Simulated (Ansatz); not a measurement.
CdS under load (space group I-4m2), r2SCAN with spin-orbit coupling, rigid bands (Ansatz, an electronic-structure program). Condition of this run: uniaxial stress zz = 1 GPa (compression positive) (the target of the relaxation). Band gap 1.44 eV, N_c = 1.59e18 cm⁻³ and N_v = 1.38e19 cm⁻³ at 300 K, conductivity masses along y (a = (0.00, 3.00, 2.81) Å; b = (3.00, 0.00, 2.81) Å; c = (3.00, 3.00, 0.00) Å) of 0.167 mₑ (electrons) and 0.861 mₑ (holes). Take k_BT = 0.02585 eV.

**Question.** Find the intrinsic carrier density and the intrinsic Fermi level.

**Answer.** n_i = √(N_c N_v) exp(−E_g/2k_BT) = 4.68e18 × exp(−27.85) = 3.8e6 cm⁻³. The level lies (k_BT/2) ln(N_v/N_c) = 28 meV from mid-gap (positive towards the conduction band). Each 0.1 eV added to the gap lowers n_i by a factor of 6.9.

**Question.** What built-in voltage has an abrupt junction with N_A = 1e17 and N_D = 1e17 cm⁻³, all dopants ionised?

**Answer.** V_bi = E_g/e − (k_BT/e) ln(N_c N_v/(N_A N_D)) = 1.44 − 0.02585 × 7.69 = 1.24 V, for the computed gap.

**Question.** What thermal injection velocity √(2k_BT/πm) limits a ballistic channel along the direction named?

**Answer.** 1.32e7 cm/s for electrons and 5.80e6 cm/s for holes, a ratio of √(m_h/m_e) = 2.27, for dilute carriers.

Rigid bands with the computed gap; masses take one relaxation time for all states.
